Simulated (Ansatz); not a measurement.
Take CdTe in the zinc blende structure (space group F-43m, No. 216; a = 6.489 Å) as the base.

The change: Be takes the place of Cd on all its sites; the structure is relaxed again.

Levels (all Ansatz, an electronic-structure program, PAW): PBEsol (420 eV, no spin-orbit coupling); r2SCAN (500 eV, scalar-relativistic without spin-orbit coupling); HSE06 (420 eV, scalar-relativistic without spin-orbit coupling).

At the geometry relaxed with PBEsol, these levels gave the following band gaps, in shuffled order: (a) 2.31 eV, (b) 2.62 eV, (c) 1.84 eV.

### Question
Match each gap to its level.

### Answer
(a) r2SCAN; (b) HSE06; (c) PBEsol.

Single points use the geometry relaxed with PBEsol. HSE06 was sampled on its mesh, a few special points and the semilocal edge points, so its gap is an upper bound. Spin-orbit coupling, missing from the scalar runs, can matter with Te. Whether these cells are dynamically stable was not tested.
